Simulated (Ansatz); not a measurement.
These are PBE (plane waves to 420 eV, PAW; Ansatz, a first-principles code) values and carry that method's errors.

Plane-averaged electrostatic potential energy along the normal, in eV from the Fermi level, for a constructed model of the (100) surface of fcc Pd, a pseudomorphic layer of Re in the host's stacking (bottom of the slab: a bare face, its two planes held):

(z (Å), V (eV)): (3.86, 5.08); (4.16, 5.08); (4.45, 5.07); (4.75, 5.07); (5.05, 5.07); (5.34, 5.05); (5.64, 5.03); (5.94, 4.97); (6.23, 4.83); (6.53, 4.54); (6.83, 3.88); (7.12, 2.36); (7.42, -1.87); (7.72, -8.45); (8.02, -13.79); (8.31, -14.05); (8.61, -9.11); (8.91, -3.15); (9.20, -0.75); (9.50, -4.88); (9.80, -10.98); (10.09, -14.75); (10.39, -12.90); (10.69, -7.25); (10.98, -1.92); (11.28, -2.02); (11.58, -7.43); (11.88, -13.06); (12.17, -14.78); (12.47, -10.90); (12.77, -4.85); (13.06, -0.93); (13.36, -3.57); (13.66, -9.54); (13.95, -14.29); (14.25, -13.88); (14.55, -8.71); (14.84, -2.82); (15.14, -0.90); (15.44, -5.27); (15.73, -11.30); (16.03, -14.82); (16.33, -12.55); (16.62, -6.71); (16.92, -1.36); (17.22, -0.99); (17.52, -6.10); (17.81, -12.28); (18.11, -15.52); (18.41, -13.24); (18.70, -8.17); (19.00, -5.17); (19.30, -9.82); (19.59, -16.86); (19.89, -20.45); (20.19, -18.35); (20.48, -11.44); (20.78, -3.22); (21.08, 1.34); (21.38, 3.42); (21.67, 4.44); (21.97, 4.92); (22.27, 5.15); (22.56, 5.26); (22.86, 5.32); (23.16, 5.34); (23.45, 5.35); (23.75, 5.36); (24.05, 5.36); (24.34, 5.36)

Slab: 7 atoms, 12.1 Å thick at the start; k 13x13x1, smearing 0.1 eV, dipole-corrected; 2 atoms held, the rest relaxed; start symmetry kept, larger cells not searched; no spin, no spin-orbit, no U. It is one candidate, not shown to be the stable structure of the face.

The vacuum level lies 5.36 eV above the Fermi level over the top face and 5.08 eV above it under the bottom face.
